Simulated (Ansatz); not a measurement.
Abridged Ansatz (a quantum-chemistry and plane-wave program) output:

```
Relaxation: its limit of steps is 50 (relax.max_steps)
Pseudopotential: Ir, paw, valence charge 17
Crystal: 1 atoms, lattice volume = 14.478 Å³
Basis set: ecut = 500 eV, 339 PW (Γ), exchange–correlation on 96×96×80 points (64 copies of the dense FFT grid, shifted against one another)
Bands: 13, of which v1, the nominal top of the filled ones, is band 9 counted from 1 (8 counted from 0)
Symmetry: 12 space group operations
k-points: 2255 of 24389
Functional: x = r2scan, c = r2scan; τ floored in thin density (d = 2e-4 eV/Å³)
SCF iter   1: F=—  HF=-11948.701326 eV  |F-HF|=—  |Δ(HF+E_count)|=         —  Δρ=1.09e-2  dr2=7.63e-3  dr2_τ=3.45e-2  ethr=1.77e-3  ⟨swp⟩=5.0  Hψ=169470  notcnv=0
SCF iter   2: F=—  HF=-11948.726591 eV  |F-HF|=—  |Δ(HF+E_count)|=   2.53e-2  Δρ=6.59e-3  dr2=2.78e-3  dr2_τ=3.61e-4  ethr=4.49e-5  ⟨swp⟩=2.1  Hψ=66032  notcnv=0
SCF 1 converged in 6 iterations: F = -11948.727065 eV  dr2 = 1.74e-8
relax step   1: F+E_penalty+E_count = -11948.72706476 eV  Δ(F+E_penalty+E_count) = +0.000e0 eV  max|allowed force component| = 0.000e0 eV/Å  Δτ_max = 0.0000 Å  P = -6.482 GPa  Ω = 14.478 Å³  fix = [a, b, gamma]  reactions: a -9.694, b -9.694 GPa  (6 SCF iters, dr2 threshold 1.00e-7 eV, accepted)
[... steps on the carried basis left out ...]
relax step   3: F+E_penalty+E_count = -11948.72706584 eV  Δ(F+E_penalty+E_count) = -1.074e-6 eV  max|allowed force component| = 0.000e0 eV/Å  Δτ_max = 0.0000 Å  P = -6.452 GPa  Ω = 14.476 Å³  energy of the carried Pulay correction = +8.503e-7 eV  fix = [a, b, gamma]  reactions: a -9.678, b -9.678 GPa  (7 SCF iters, accepted)
Crystal: 1 atoms, lattice volume = 14.476 Å³
SCF iter   1: F=—  HF=-11948.727065 eV  |F-HF|=—  |Δ(HF+E_count)|=         —  Δρ=4.17e-7  dr2=5.66e-12  dr2_τ=2.51e-11  ethr=4.64e-9  ⟨swp⟩=3.1  Hψ=244527  notcnv=0
SCF iter   2: F=—  HF=-11948.727065 eV  |F-HF|=—  |Δ(HF+E_count)|=   1.11e-9  Δρ=1.55e-7  dr2=2.21e-12  dr2_τ=3.02e-12  ethr=3.33e-14 (applied; sched 1.00e-12)  ⟨swp⟩=3.4  Hψ=68155  notcnv=0
SCF 4 converged in 3 iterations: F = -11948.727065 eV  dr2 = 3.34e-13
SCF converged after 3 iterations
Free energy (F): -11948.727065 eV
Internal energy: -11948.697751 eV  (E = F + TS)
E sigma→0 (E₀):  -11948.712408 eV
Entropy (-TS):   -0.029314 eV (-29.314 meV/atom)
Fermi energy:    24.822541 eV
--- Forces (eV/Å), atoms counted from 1 ---
  atom   1  Ir     0.00000000     0.00000000     0.00000000
--- Stress (GPa, compression-positive) ---
       -9.678373       0.000000       0.000000
        0.000000      -9.678373       0.000000
        0.000000       0.000000       0.000258
  P = ⅓ Tr σ = -6.4522 GPa (-64.522 kbar)
--- Relaxed structure (3 steps of the walk, 2 accepted, 1 SCFs on fresh bases) ---
  cell:  # Å, volume = 14.4764 Å³
    - [2.752812484323815, -2.886750116871032e-11, -4.1595091129135586e-11]
    - [1.3764062421869074, 2.3840055432649416, -3.8808711617986705e-11]
    - [1.3764062421869048, -0.7946685144242269, 2.205859380532583]
  atoms:
    - { symbol: Ir, position: [0.0, 0.0, 0.0] }
```

Question: What was computed, and what are the main results?

Answer: Ir, 1 atom in the cell, with Ansatz, r2SCAN, PAW, cutoff 500 eV, no spin-orbit coupling. The last SCF converged to F = -11948.727065 eV, or -11948.7271 eV per atom, at a pressure of -6.45 GPa. The total energy compares only with runs of the same code, potentials and settings.

The cells carry an imposed strain or load. Stability against distortions was not tested. The final runs are not spin-polarised. The cell was made from Ir in the fcc (Cu type) structure (space group Fm-3m, No. 225) by this change: biaxial strain +1.25 %, plane normal [111], relaxed out of plane.

Keys are those of Ansatz 0.2.
